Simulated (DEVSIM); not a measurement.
Device: W/SiO2/p-GaAs capacitor, at 300 K.

```
layer (left to right)  material  thickness (nm)  Na (cm⁻³)
---------------------  --------  --------------  ---------
1                          SiO2            1.00          -
2                          GaAs            1100     3.6e16
```

Metal gate on the left, work function 4.6 eV. Fixed charge at the semiconductor interface 0 cm⁻² (in units of +e); interface traps 1.7e10 cm⁻² eV⁻¹, uniform in energy, neutral level at 0.5 of the gap above the valence band.

Constants are typed, rounded textbook-type inputs, not results; the design itself was drawn at random and stands for no fabricated device. Values at 300 K.

```
parameter      SiO2    GaAs
-------------  ----  ------
gap (eV)          9   1.424
affinity (eV)   0.9    4.07
permittivity    3.9    12.9
Nc (cm⁻³)         -  4.7e17
Nv (cm⁻³)         -    9e18
```

Simulated with DEVSIM: 1D Poisson equation in equilibrium, Boltzmann statistics, complete ionisation; no quantum confinement or tunnelling. Metal contacts follow the ideal Schottky-Mott rule: no Fermi-level pinning, no interface dipoles.

### Question
Tabulate band edges, carrier densities and field at 0.0 V on the gate.

### Answer
Energies count from the Fermi level of the right contact; mesh points crowd at the junctions.

```json
[
 {"x (μm)": "0.000", "Ec (eV)": "3.700", "Ev (eV)": "-5.300", "n (cm⁻³)": "< 1e2", "p (cm⁻³)": "< 1e2", "field (V/cm)": "280000"},
 {"x (μm)": "0.0004885", "Ec (eV)": "3.714", "Ev (eV)": "-5.286", "n (cm⁻³)": "< 1e2", "p (cm⁻³)": "< 1e2", "field (V/cm)": "280000"},
 {"x (μm)": "0.0008966", "Ec (eV)": "3.725", "Ev (eV)": "-5.275", "n (cm⁻³)": "< 1e2", "p (cm⁻³)": "< 1e2", "field (V/cm)": "280000"},
 {"x (μm)": "0.001769", "Ec (eV)": "0.564", "Ev (eV)": "-0.860", "n (cm⁻³)": "1.6e8", "p (cm⁻³)": "32000", "field (V/cm)": "84000"},
 {"x (μm)": "0.004042", "Ec (eV)": "0.583", "Ev (eV)": "-0.841", "n (cm⁻³)": "7.6e7", "p (cm⁻³)": "67000", "field (V/cm)": "82000"},
 {"x (μm)": "0.007567", "Ec (eV)": "0.612", "Ev (eV)": "-0.812", "n (cm⁻³)": "2.5e7", "p (cm⁻³)": "200000", "field (V/cm)": "81000"},
 {"x (μm)": "0.01358", "Ec (eV)": "0.659", "Ev (eV)": "-0.765", "n (cm⁻³)": "4000000", "p (cm⁻³)": "1300000", "field (V/cm)": "78000"},
 {"x (μm)": "0.03078", "Ec (eV)": "0.785", "Ev (eV)": "-0.639", "n (cm⁻³)": "30000", "p (cm⁻³)": "1.7e8", "field (V/cm)": "69000"},
 {"x (μm)": "0.05482", "Ec (eV)": "0.936", "Ev (eV)": "-0.488", "n (cm⁻³)": "< 1e2", "p (cm⁻³)": "5.8e10", "field (V/cm)": "57000"},
 {"x (μm)": "0.1009", "Ec (eV)": "1.144", "Ev (eV)": "-0.280", "n (cm⁻³)": "< 1e2", "p (cm⁻³)": "1.8e14", "field (V/cm)": "34000"},
 {"x (μm)": "0.1795", "Ec (eV)": "1.272", "Ev (eV)": "-0.152", "n (cm⁻³)": "< 1e2", "p (cm⁻³)": "2.5e16", "field (V/cm)": "3900"},
 {"x (μm)": "0.4045", "Ec (eV)": "1.281", "Ev (eV)": "-0.143", "n (cm⁻³)": "< 1e2", "p (cm⁻³)": "3.6e16", "field (V/cm)": "≈ 0"},
 {"x (μm)": "0.6672", "Ec (eV)": "1.281", "Ev (eV)": "-0.143", "n (cm⁻³)": "< 1e2", "p (cm⁻³)": "3.6e16", "field (V/cm)": "≈ 0"},
 {"x (μm)": "0.8656", "Ec (eV)": "1.281", "Ev (eV)": "-0.143", "n (cm⁻³)": "< 1e2", "p (cm⁻³)": "3.6e16", "field (V/cm)": "≈ 0"},
 {"x (μm)": "0.9935", "Ec (eV)": "1.281", "Ev (eV)": "-0.143", "n (cm⁻³)": "< 1e2", "p (cm⁻³)": "3.6e16", "field (V/cm)": "≈ 0"},
 {"x (μm)": "1.043", "Ec (eV)": "1.281", "Ev (eV)": "-0.143", "n (cm⁻³)": "< 1e2", "p (cm⁻³)": "3.6e16", "field (V/cm)": "≈ 0"},
 {"x (μm)": "1.069", "Ec (eV)": "1.281", "Ev (eV)": "-0.143", "n (cm⁻³)": "< 1e2", "p (cm⁻³)": "3.6e16", "field (V/cm)": "≈ 0"},
 {"x (μm)": "1.084", "Ec (eV)": "1.281", "Ev (eV)": "-0.143", "n (cm⁻³)": "< 1e2", "p (cm⁻³)": "3.6e16", "field (V/cm)": "≈ 0"},
 {"x (μm)": "1.094", "Ec (eV)": "1.281", "Ev (eV)": "-0.143", "n (cm⁻³)": "< 1e2", "p (cm⁻³)": "3.6e16", "field (V/cm)": "≈ 0"},
 {"x (μm)": "1.098", "Ec (eV)": "1.281", "Ev (eV)": "-0.143", "n (cm⁻³)": "< 1e2", "p (cm⁻³)": "3.6e16", "field (V/cm)": "≈ 0"},
 {"x (μm)": "1.100", "Ec (eV)": "1.281", "Ev (eV)": "-0.143", "n (cm⁻³)": "< 1e2", "p (cm⁻³)": "3.6e16", "field (V/cm)": "≈ 0"},
 {"x (μm)": "1.101", "Ec (eV)": "1.281", "Ev (eV)": "-0.143", "n (cm⁻³)": "< 1e2", "p (cm⁻³)": "3.6e16", "field (V/cm)": "≈ 0"}
]
```
